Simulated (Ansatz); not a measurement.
An ideal cubic perovskite cell is held by its symmetry; such compounds can tilt or shift off centre at room temperature. The starting structures come from a database of crystals and need not be the phases stable at ambient conditions.

 Where the default PAW files enter, the runs use the earlier of Ansatz's two default sets.

**Evanescent states of RbCdF3 (Pm-3m, cubic perovskite, not sure to be the ambient phase, 5 atoms a cell, 17.3 Å³ an atom) along the normal of (001)**

Level of theory: PBEsol (plane waves, PAW; Ansatz, a program for electronic structure).

No gap correction and no spin-orbit coupling; mid-gap values are interpolated between computed energies.

Energies count from the valence-band top; κ is the least over a 8×8 mesh across the current.

```
E (eV)  κ (1/Å)  where
------  -------  -----
0.07      0.096  off Γ
0.23      0.164  off Γ
0.38      0.210  off Γ
0.53      0.247  off Γ
0.68      0.279  off Γ
0.82      0.306  off Γ
0.97      0.331  off Γ
1.12      0.354  off Γ
1.27      0.374  off Γ
1.43      0.383      Γ
1.57      0.369      Γ
1.73      0.353      Γ
1.88      0.336      Γ
2.02      0.316      Γ
2.17      0.295      Γ
2.33      0.270      Γ
2.48      0.243      Γ
2.62      0.210      Γ
2.77      0.169      Γ
2.92      0.113      Γ
```

**Question.** How thick must the barrier be to attenuate the transmission by 10^6 when the electrodes' Fermi level lies at 0.38 eV, and what attenuation does that film give at 1.27 eV?

**Answer.** d = 6 ln 10 / (2 × 0.210) = 32.9 Å. At 1.27 eV it gives 6 × 0.374/0.210 = 10.7 decades.
